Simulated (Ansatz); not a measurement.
Start from BaZrO$_{3}$ in the cubic perovskite structure (space group Pm-3m, No. 221; a = 4.181 Å).

All numbers come from Ansatz (a program for electronic structure) PBEsol, no spin-orbit coupling, earlier PAW set.

Before the change:

* **Lattice parameter a**: 4.181 Å

Now apply this change: cell and atoms relaxed at a pressure of 7 GPa.

Question: How does this affect the lattice parameter a?

Answer: The lattice parameter a shrinks by 0.0545 Å (4.181 Å → 4.126 Å).

Load acts through the strain it causes; cell and atoms are relaxed under it. No phonon test of stability was made. No other phases were tried under pressure.
